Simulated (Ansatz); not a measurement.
A zone-centre phonon calculation of Ti (P1, 3 atoms in the cell) with Ansatz (a program for electronic structure).

Computed with LDA (PW92), default PAW files made with PBE (plane waves; Ansatz).

```
Ti
1.0
    4.56737     0.00000     0.00000
   -2.28369     3.95546     0.00000
    0.00000     0.00000     2.82624
Ti
3
Direct
  0.00179   0.00843   0.02665
  0.31972   0.65167   0.49430
  0.67849   0.33990   0.47906
```

Reference input (self-consistent single point, DFT, PBEsol, plane waves, default PAW files made with PBE): kpoints.mp_grid.grid = 5 5 7; hamiltonian.xc = pbesol; hamiltonian.pseudopotentials = {kind: paw} (the program's default PAW files); scf.occupations.method = fermi_dirac; scf.occupations.width = 0.01 Ry. This run's input differs from it in these lines:

Ansatz 0.2 input:
```diff
@@ -12,3 +12,3 @@
 hamiltonian:
-  xc: pbesol
+  xc: lda
   pseudopotentials: { kind: paw }
@@ -16,6 +16,4 @@
   occupations: { method: fermi_dirac, width: 0.01 Ry }
-output:
-  forces: true
-  eigenvalues: true
-  stress: true
+phonons:
+  method: dfpt
```

Output, abridged:

```
SCF iter   1: F=—  HF=-7350.937067 eV  |F-HF|=—  |Δ(HF+E_count)|=         —  Δρ=1.02e-2  dr2=5.19e-2  ethr=1.77e-3  ⟨swp⟩=4.0  Hψ=15056  notcnv=0
all-band conjugate gradients solve this SCF's bands
automatic band count: the SCF goes on with 26 bands, as 22 were too few: they end inside the smearing window of the response
preconditioner: auto → none
SCF iter   2: F=—  HF=-7350.928970 eV  |F-HF|=—  |Δ(HF+E_count)|=   8.10e-3  Δρ=5.77e-3  dr2=2.22e-2  ethr=1.44e-4  ⟨swp⟩=1.0  Hψ=2992  notcnv=0
   [... lines left out ...]
SCF iter   8: F=—  HF=-7350.925746 eV  |F-HF|=—  |Δ(HF+E_count)|=   5.30e-9  Δρ=1.42e-6  dr2=1.72e-9  ethr=5.55e-11  ⟨swp⟩=2.5  Hψ=3689  notcnv=0
SCF iter   9: F=—  HF=-7350.925746 eV  |F-HF|=—  |Δ(HF+E_count)|=  4.67e-10  Δρ=5.09e-7  dr2=6.31e-11  ethr=4.78e-12  ⟨swp⟩=2.0  Hψ=2847  notcnv=0
SCF iter  10: F=—  HF=-7350.925746 eV  |F-HF|=—  |Δ(HF+E_count)|=  1.36e-11  Δρ=1.72e-7  dr2=1.00e-11  ethr=1.00e-12  ⟨swp⟩=4.9  Hψ=8091  notcnv=0
SCF iter  11: F=-7350.925746 eV  HF=-7350.925746 eV  |F-HF|=9.09e-13  |Δ(HF+E_count)|=  9.09e-13  Δρ=3.91e-8  dr2=1.32e-12  ethr=1.00e-12  ⟨swp⟩=4.0  Hψ=7748  notcnv=0
SCF 1 converged in 11 iterations: F = -7350.925746 eV  dr2 = 1.32e-12
DFPT response loops at Γ: preconditioner auto → Kerker (q_TF=auto, 2.574 Å⁻¹) (partly filled bands, converged f_vac=0.000) …
Free energy (F): -7350.925746 eV
Internal energy: -7350.702848 eV  (E = F + TS)
E sigma→0 (E₀):  -7350.814297 eV
Entropy (-TS):   -0.222898 eV (-74.299 meV/atom)
Fermi energy:    13.222792 eV
--- Phonons (Γ-DFPT): 9 representative perturbations + reference, on 88 of 175 k-points (Σ response iterations 27) ---
  k mesh reduced under 1 symmetry operation, with k and −k counted as one. Each operation leaves every solved perturbation unchanged …
  ASR residual: 1.553e-3 → 0.000e0 eV/Å²; symmetrization residual: 5.588e-6 eV/Å²
  ASR residual per site (eV/Å²): 1.55e-3 1.51e-3 1.44e-3
  Γ frequencies (cm⁻¹): 0.00 0.00 0.00 117.45 118.79 137.93 166.47 200.43 204.03
  non-analytic LO–TO correction: not included (Born effective charges unavailable; polar crystals: no LO–TO splitting at Γ)
```

The run converged in 11 iterations. 

Summary of the result:
* **Free energy E − TS (on the zero of these files)**: -7350.9257 eV
* **Fermi level (on the code's own zero)**: 13.22 eV
* **Zone-centre frequencies (cm⁻¹; negative means imaginary)**: 0, 0, 0, 117, 119, 138, 166, 200, 204

The starting cell comes from a database of computed structures (which also holds hypothetical and non-ambient phases and stackings), without a prior relaxation at this level. Its atoms were displaced at random from the sites of space group no. 191. Spin polarisation is off.

Cost on one core of a shared machine: roughly 70 s.
